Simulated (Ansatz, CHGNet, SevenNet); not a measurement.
# TaSi (model structure, started from the NbAs type, I4₁md, No. 109, 4 atoms in the cell): properties by level of theory

| level (code) | lattice constant a (Å) | c axis length (Å) |
|---|---|---|
| CHGNet-r²SCAN | (withheld) | (withheld) |
| SevenNet-0 | 3.458 | 11.558 |
| r²SCAN (Ansatz) | (withheld) | (withheld) |

Task: Complete the blanks.

Result: 
- CHGNet-r²SCAN, lattice constant a (Å): 3.485
- CHGNet-r²SCAN, c axis length (Å): 10.728
- r²SCAN (Ansatz, a program for electronic structure), lattice constant a (Å): 3.397
- r²SCAN (Ansatz), c axis length (Å): 11.728

Ansatz's density-functional and Hartree–Fock values are scalar-relativistic unless marked +SOC, with PAW data made under PBE.

Static lattice: no zero-point or thermal effects.

A model structure was made by putting elements into a prototype or built by hand; it is no filed structure, need not be a known phase, and can be a saddle point held by its symmetry.
